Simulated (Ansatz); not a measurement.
How the c axis length of SiC (model structure, started from the NiAs type, P6₃/mmc, No. 194, 4 atoms in the cell) moves with the method

No measured value is used here.

| level (code) | value (Å) |
|---|---|
| LDA (Ansatz) | 4.704 |
| PBE (Ansatz) | [?] |
| PBEsol (Ansatz) | 4.738 |
| PBE-D3(BJ) (Ansatz) | [?] |
| r²SCAN (Ansatz) | 4.700 |
| r²SCAN+rVV10 (Ansatz) | 4.698 |

Task: What belongs in the gaps?

Result: 
- PBE (Ansatz, a quantum-chemistry and plane-wave program), value (Å): 4.757
- PBE-D3(BJ) (Ansatz), value (Å): 4.716

PBE-D3(BJ): a distance lies near a switch of the dispersion term, which can move the cell. Cutoffs differ between the levels. Ansatz's density-functional and Hartree–Fock values are scalar-relativistic unless marked +SOC, with PAW data made under PBE.

A model structure was made by putting elements into a prototype or built by hand; it is no filed structure, need not be a known phase, and can be a saddle point held by its symmetry.
